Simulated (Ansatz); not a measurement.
**Point defects in ZnO**

Base system: an 8-atom supercell of ZnO in the wurtzite structure (space group P6_3mc, No. 186; a = 3.2308 Å, c = 5.2158 Å) at its relaxed geometry.

One neutral defect a cell, atoms relaxed at fixed cell.

Computed with PBEsol in Ansatz (plane waves to 420 eV, PAW, scalar-relativistic without spin-orbit coupling), earlier PAW set.

```json
[
 {"change": "perfect supercell", "pressure": "0.0 GPa", "largest displacement of a host atom from its site in the perfect cell": "–"},
 {"change": "Zr on a Zn site, symmetric start", "pressure": "12.3 GPa", "largest displacement of a host atom from its site in the perfect cell": "0.29 Å"},
 {"change": "H interstitial (started 2.06 Å from the nearest host atom), symmetric start", "pressure": "3.3 GPa", "largest displacement of a host atom from its site in the perfect cell": "0.11 Å"},
 {"change": "O interstitial (started 1.98 Å from the nearest host atom), symmetric start", "pressure": "9.5 GPa", "largest displacement of a host atom from its site in the perfect cell": "0.34 Å"},
 {"change": "Zn interstitial (started 2.06 Å from the nearest host atom)", "pressure": "___", "largest displacement of a host atom from its site in the perfect cell": "___"},
 {"change": "O vacancy, symmetric start", "pressure": "-9.5 GPa", "largest displacement of a host atom from its site in the perfect cell": "0.25 Å"}
]
```

### Question
Complete the table.

### Answer

- Zn interstitial (started 2.06 Å from the nearest host atom), pressure: 14.0 GPa
- Zn interstitial (started 2.06 Å from the nearest host atom), largest displacement of a host atom from its site in the perfect cell: 1.69 Å

The magnetic state is the one reached from the starting moments; the real material's order can differ, and small cells can't hold many antiferromagnetic ones. In so small a cell the defect repeats every few ångströms: this is an ordered compound, not a dilute defect. The mesh was chosen for an insulator and is coarse for the gapless case. Defects with a symmetric start kept the site's symmetry and may sit on a saddle; the others started slightly shaken. Starting moments died away, wholly or in part, for Zr on a Zn site, Zn interstitial (started 2.06 Å from the nearest host atom) and O vacancy; another magnetic solution may exist.

Ansatz is a quantum-chemistry and plane-wave program.
